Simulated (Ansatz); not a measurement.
Effect of pressure 5 GPa on hypothetical anti-perovskite Ba3PtC

Start from Ba3PtC in the anti-perovskite structure (space group Pm-3m, No. 221; a = 5.510 Å; a hypothetical phase, not in the database extracts checked).

Now apply this change: cell and atoms relaxed at a pressure of 5 GPa.

All numbers come from PBE (Ansatz, a program for electronic structure; PAW; 420 eV plane waves; no SOC). Γ-centred 9×9×9 mesh, Fermi–Dirac width 0.05 eV.

The volume per atom decreases by 4.206 Å³, from 33.45 Å³ to 29.25 Å³ and the lattice parameter a falls by 0.241 Å, from 5.510 Å to 5.269 Å. The shortest interatomic distance shrinks by 0.121 Å, from 2.755 Å to 2.634 Å and the enthalpy H = E + PV relative to the base's energy is +0.97 eV/atom. The band gap is still zero.

Load acts through the strain it causes; cell and atoms are relaxed under it. Stability against distortions was not tested. No other phases were tried under pressure. The final runs are not spin-polarised. Ba3PtC has a high density of states at the Fermi level and may be magnetic at this level.
